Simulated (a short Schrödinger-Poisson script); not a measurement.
Structure: gated Al0.33Ga0.67N/GaN polarisation-induced gas, at 77 K.

```
layer       material  thickness (nm)  Na (cm⁻³)
-----  -------------  --------------  ---------
1      Al0.33Ga0.67N              15          -
2                GaN            6000       1e14
```

Constants are typed, rounded textbook-type inputs, not results; the design itself was drawn at random and stands for no fabricated device. Al0.33Ga0.67N: permittivity 9.3, conduction-band edge (eV) 0.462, gap (eV) 4.09, electron mass (mₑ) 0.24, Nv at 300 K (cm⁻³) 4.6e19. GaN: permittivity 9.5, conduction-band edge (eV) 0, gap (eV) 3.43, Nv at 300 K (cm⁻³) 4.6e19.

Channel valleys (confinement mass, in-plane density-of-states mass, number): Γ 0.2, 0.2, 1. At the gate the conduction-band edge of layer 1 lies 1.27 eV − eVg above the Fermi level of the channel; the field vanishes at the back. Sheet of polarisation charge: +1.6e13 e/cm² at 15 nm from the gate. The barrier under the gate holds no holes. Gaps are held at their typed values at every temperature. Mesh 0.08 nm at interfaces.

From a short Schrödinger-Poisson script (our own, NumPy): 1D Poisson equation in equilibrium, electrons quantum, Hartree (BenDaniel-Duke, 40 states a valley, the channel's in-plane mass for all, wave functions free to enter the barrier), parabolic valleys, classical holes, full ionisation, no traps, pinning or gate leakage.

The same stack at other levels of the model or other numerical settings:

```
run                                                                  sheet density of all electrons at Vg = 0.5 V (cm⁻²)  sheet density of all electrons at Vg = -2.5 V (cm⁻²)  capacitance at Vg = 0.5 V (μF/cm²)  centroid of the channel electrons at Vg = 0.5 V (nm)  rough cost against the base
-------------------------------------------------------------------  ---------------------------------------------------  ----------------------------------------------------  ----------------------------------  ----------------------------------------------------  ---------------------------
base                                                                                                             1.35e13                                               3.92e12                               0.522                                                  1.81                      about 1
electrons treated as classical, Boltzmann                                                                        1.46e13                                               4.44e12                               0.545                                                  0.29                         0.02
electrons treated as classical, Fermi-Dirac                                                                      1.35e13                                               4.06e12                               0.508                                                  1.59                          0.1
electrons treated as quantum, Hartree plus LDA exchange-correlation                                              1.36e13                                               4.03e12                               0.524                                                  1.63                            2
mesh six times as coarse                                                                                         1.35e13                                               3.92e12                               0.522                                                  1.75                          0.2
one subband a valley                                                                                             1.34e13                                               3.92e12                               0.518                                                  1.43                          0.5
```

The classical rows ignore confinement, and Boltzmann statistics overrate the density once the band edge passes the Fermi level.
